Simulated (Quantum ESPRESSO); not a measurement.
Quick settings and what they miss: Mg7Sc (Fm-3m, 8 atoms in the cell)

Self-consistent single point.

```
CELL_PARAMETERS angstrom
      0.00000     4.44727     4.44727
      4.44727     0.00000     4.44727
      4.44727     4.44727     0.00000
ATOMIC_POSITIONS crystal
  Mg 0.50000 0.50000 0.50000
  Mg 0.00000 0.00000 0.50000
  Mg 0.50000 0.50000 0.00000
  Mg 0.50000 0.00000 0.00000
  Mg 0.00000 0.50000 0.50000
  Mg 0.00000 0.50000 0.00000
  Mg 0.50000 0.00000 0.50000
  Sc 0.00000 0.00000 0.00000
```

Method of the run: PBEsol, PseudoDojo standard norm-conserving (PBESOL) pseudopotentials (plane waves; Quantum ESPRESSO).

Base settings: ecutwfc = 85 Ry; occupations = smearing; smearing = gauss; degauss = 0.019992 Ry; potentials = {Mg: Mg.upf, Sc: Sc.upf}; K_POINTS = automatic 7 7 7 0 0 0; conv_thr = 1e-10 Ry.

Tight run (finer mesh or higher cutoff; not a proven limit): ecutwfc: 85 Ry → 119 Ry; conv_thr: 1e-10 Ry → 7.3e-11 Ry; K_POINTS: automatic 7 7 7 0 0 0 → automatic 10 10 10 0 0 0. It gave Fermi level (on the code's own zero) 6.34 eV; pressure 1.62 GPa.

Quick runs, as changes from the base:
- A: ecutwfc: 85 Ry → 51 Ry; smearing: gauss → fd; degauss: 0.019992 Ry → 0.0099958 Ry; conv_thr: 1e-10 Ry → 7.3e-05 Ry; K_POINTS: automatic 7 7 7 0 0 0 → automatic 3 3 3 1 1 1; potentials: PseudoDojo standard norm-conserving (LDA) [LDA (PW92)]
- B: ecutwfc: 85 Ry → 59 Ry; conv_thr: 1e-10 Ry → 7.3e-06 Ry; K_POINTS: automatic 7 7 7 0 0 0 → automatic 8 8 8 0 0 0
- C: K_POINTS: automatic 7 7 7 0 0 0 → automatic 4 4 4 0 0 0
- D: ecutwfc: 85 Ry → 42 Ry; smearing: gauss → cold; degauss: 0.019992 Ry → 0.0099958 Ry; K_POINTS: automatic 7 7 7 0 0 0 → automatic 4 4 4 1 1 1
- E: ecutwfc: 85 Ry → 68 Ry; K_POINTS: automatic 7 7 7 0 0 0 → automatic 6 6 6 0 0 0; potentials: PseudoDojo standard norm-conserving (LDA) [LDA (PW92)]

Energies are extrapolated to zero smearing width, which holds to low order in the width alone (under cold and Methfessel-Paxton smearing the free energy itself is taken).

Dashes: energy of A, E, another energy zero; pressure of A, B, not trusted under this conv_thr with d or f elements; time of A, under 30 s.

† marks runs with another functional, U, potentials or spin treatment: their distance from the tight run is not a convergence error alone.

The count of work is k-points × plane waves × bands × iterations; it is no time. Core times come from one kind of shared machine and are given to one figure; runs under 30 s give none.

The starting cell comes from a database of computed structures (which also holds hypothetical and non-ambient phases and stackings), without a prior relaxation at this level. Its lattice was rescaled by a random factor within 2.5 % of one.

| run | energy less tight (meV/atom) | pressure less tight (GPa) | count of work / tight | core time / tight (rough) |
|---|---|---|---|---|
| A† | – | – | 0.018 | – |
| B | 583.1 | – | 0.14 | 0.1 |
| C | -2.0 | 0.07 | 0.094 | 0.08 |
| D | 10631.7 | -303.76 | 0.045 | 0.04 |
| E† | – | -7.80 | 0.15 | 0.1 |

Among the runs at the tight run's level, the energy misses run from 2.0 to 10631.7 meV/atom.
